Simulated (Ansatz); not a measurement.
Electronic density of states of amorphous Si24O51Ga2, density 2.36 g/cm³, on a 2×2×2 Γ-centred mesh with a Gaussian width of 0.1 eV; energies count from the Fermi level, whose place inside the gap is arbitrary. Cell and mesh are small, so fine structure isn't converged. The numbers are results of PBE, scalar-relativistic without spin-orbit coupling (plane waves to 420 eV, PAW; Ansatz, an electronic-structure program), not measurements. Sampling: a 2×2×2 Γ-centred mesh; Fermi-Dirac width 0.02 eV; no spin polarisation. At PBE the levels at the filled edge of the gap are localised (band-tail or defect states).

It comes from a melt-quench run on a machine-learned potential (CHGNet), relaxed afterwards by DFT. O atoms were pushed apart under 1.9 Å during the dynamics, to hinder bonds among them. The hot cell started wider than the set density and was brought back towards it in steps. It is the lowest in DFT energy of 2 quenches. It is a model cell: composition and starting density were chosen by hand, and all elements were melted together. No dispersion term was used. Its density started from a set value of 2.36 and ended at 2.36 g/cm³. The simulated quench (nominally 400 K/ps over its main leg) is rapid and tends to freeze in more defects than a deposited or slowly cooled glass has. Values belong to this one cell and scatter from quench to quench. The volume was held where the preparation left it, at a PBE pressure of -0.6 GPa (tension). Stress components on the final sampling reach 1.5 GPa.

| E - EF (eV) | states/(eV atom) |
|---|---|
| -12.00 | 0.00 |
| -11.90 | 0.00 |
| -11.80 | 0.00 |
| -11.70 | 0.00 |
| -11.60 | 0.00 |
| -11.50 | 0.00 |
| -11.40 | 0.01 |
| -11.30 | 0.05 |
| -11.20 | 0.13 |
| -11.10 | 0.14 |
| -11.00 | 0.20 |
| -10.90 | 0.21 |
| -10.80 | 0.16 |
| -10.70 | 0.17 |
| -10.60 | 0.17 |
| -10.50 | 0.15 |
| -10.40 | 0.17 |
| -10.30 | 0.20 |
| -10.20 | 0.25 |
| -10.10 | 0.23 |
| -10.00 | 0.22 |
| -9.90 | 0.20 |
| -9.80 | 0.13 |
| -9.70 | 0.13 |
| -9.60 | 0.15 |
| -9.50 | 0.14 |
| -9.40 | 0.17 |
| -9.30 | 0.18 |
| -9.20 | 0.16 |
| -9.10 | 0.17 |
| -9.00 | 0.20 |
| -8.90 | 0.18 |
| -8.80 | 0.13 |
| -8.70 | 0.15 |
| -8.60 | 0.24 |
| -8.50 | 0.26 |
| -8.40 | 0.21 |
| -8.30 | 0.16 |
| -8.20 | 0.21 |
| -8.10 | 0.23 |
| -8.00 | 0.27 |
| -7.90 | 0.37 |
| -7.80 | 0.44 |
| -7.70 | 0.50 |
| -7.60 | 0.59 |
| -7.50 | 0.64 |
| -7.40 | 0.72 |
| -7.30 | 0.70 |
| -7.20 | 0.61 |
| -7.10 | 0.38 |
| -7.00 | 0.21 |
| -6.90 | 0.22 |
| -6.80 | 0.29 |
| -6.70 | 0.34 |
| -6.60 | 0.30 |
| -6.50 | 0.28 |
| -6.40 | 0.23 |
| -6.30 | 0.24 |
| -6.20 | 0.27 |
| -6.10 | 0.34 |
| -6.00 | 0.24 |
| -5.90 | 0.17 |
| -5.80 | 0.15 |
| -5.70 | 0.17 |
| -5.60 | 0.22 |
| -5.50 | 0.35 |
| -5.40 | 0.43 |
| -5.30 | 0.46 |
| -5.20 | 0.61 |
| -5.10 | 0.71 |
| -5.00 | 0.71 |
| -4.90 | 0.76 |
| -4.80 | 0.79 |
| -4.70 | 0.78 |
| -4.60 | 0.74 |
| -4.50 | 0.70 |
| -4.40 | 0.72 |
| -4.30 | 0.75 |
| -4.20 | 0.85 |
| -4.10 | 0.89 |
| -4.00 | 0.89 |
| -3.90 | 0.88 |
| -3.80 | 0.82 |
| -3.70 | 0.81 |
| -3.60 | 0.77 |
| -3.50 | 0.80 |
| -3.40 | 0.90 |
| -3.30 | 0.95 |
| -3.20 | 0.93 |
| -3.10 | 0.85 |
| -3.00 | 0.77 |
| -2.90 | 0.69 |
| -2.80 | 0.68 |
| -2.70 | 0.70 |
| -2.60 | 0.78 |
| -2.50 | 0.82 |
| -2.40 | 0.67 |
| -2.30 | 0.44 |
| -2.20 | 0.38 |
| -2.10 | 0.19 |
| -2.00 | 0.02 |
| -1.90 | 0.00 |
| -1.80 | 0.00 |
| -1.70 | 0.00 |
| -1.60 | 0.00 |
| -1.50 | 0.00 |
| -1.40 | 0.00 |
| -1.30 | 0.00 |
| -1.20 | 0.00 |
| -1.10 | 0.00 |
| -1.00 | 0.00 |
| -0.90 | 0.00 |
| -0.80 | 0.00 |
| -0.70 | 0.00 |
| -0.60 | 0.00 |
| -0.50 | 0.00 |
| -0.40 | 0.00 |
| -0.30 | 0.00 |
| -0.20 | 0.00 |
| -0.10 | 0.00 |
| 0.00 | 0.00 |
| 0.10 | 0.00 |
| 0.20 | 0.00 |
| 0.30 | 0.00 |
| 0.40 | 0.00 |
| 0.50 | 0.00 |
| 0.60 | 0.00 |
| 0.70 | 0.00 |
| 0.80 | 0.00 |
| 0.90 | 0.00 |
| 1.00 | 0.00 |
| 1.10 | 0.00 |
| 1.20 | 0.00 |
| 1.30 | 0.00 |
| 1.40 | 0.00 |
| 1.50 | 0.00 |
| 1.60 | 0.00 |
| 1.70 | 0.00 |
| 1.80 | 0.00 |
| 1.90 | 0.00 |
| 2.00 | 0.01 |
| 2.10 | 0.02 |
| 2.20 | 0.06 |
| 2.30 | 0.10 |
| 2.40 | 0.06 |
| 2.50 | 0.01 |
| 2.60 | 0.00 |
| 2.70 | 0.00 |
| 2.80 | 0.00 |
| 2.90 | 0.00 |
| 3.00 | 0.00 |
| 3.10 | 0.00 |
| 3.20 | 0.02 |
| 3.30 | 0.07 |
| 3.40 | 0.10 |
| 3.50 | 0.06 |
| 3.60 | 0.03 |
| 3.70 | 0.04 |
| 3.80 | 0.06 |
| 3.90 | 0.07 |
| 4.00 | 0.09 |
| 4.10 | 0.13 |
| 4.20 | 0.12 |
| 4.30 | 0.08 |
| 4.40 | 0.11 |
| 4.50 | 0.11 |
| 4.60 | 0.11 |
| 4.70 | 0.10 |
| 4.80 | 0.13 |
| 4.90 | 0.19 |
| 5.00 | 0.21 |
| 5.10 | 0.19 |
| 5.20 | 0.20 |
| 5.30 | 0.21 |
| 5.40 | 0.24 |
| 5.50 | 0.24 |
| 5.60 | 0.25 |
| 5.70 | 0.23 |
| 5.80 | 0.23 |
| 5.90 | 0.24 |
| 6.00 | 0.28 |
| 6.10 | 0.32 |
| 6.20 | 0.40 |
| 6.30 | 0.48 |
| 6.40 | 0.46 |
| 6.50 | 0.45 |
| 6.60 | 0.50 |
| 6.70 | 0.55 |

The level gap on this mesh is 4.26 eV; the broadening fills part of it in the curve.
